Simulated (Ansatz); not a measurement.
Consider MgO in the rock salt structure (space group Fm-3m, No. 225; a = 4.159 Å). Axes: x, y, z lie along the cube axes.

Method: LDA/PAW in Ansatz (an electronic-structure program), spin-orbit coupling left out.

Now apply this change: a pure shear with ε_xy = ε_yx = 0.0086, atoms relaxed at fixed cell.

**Question.** What happens to the stress and energy relative to the base?

**Answer.** The stress (xx, yy, zz, yz, xz, xy; compression positive) amounts to (0.03, 0.03, -0.04, 0.00, 0.00, -2.64) GPa; the energy grows by 1.3 meV/atom.

The cells carry an imposed strain or load. No phonon test of stability was made.
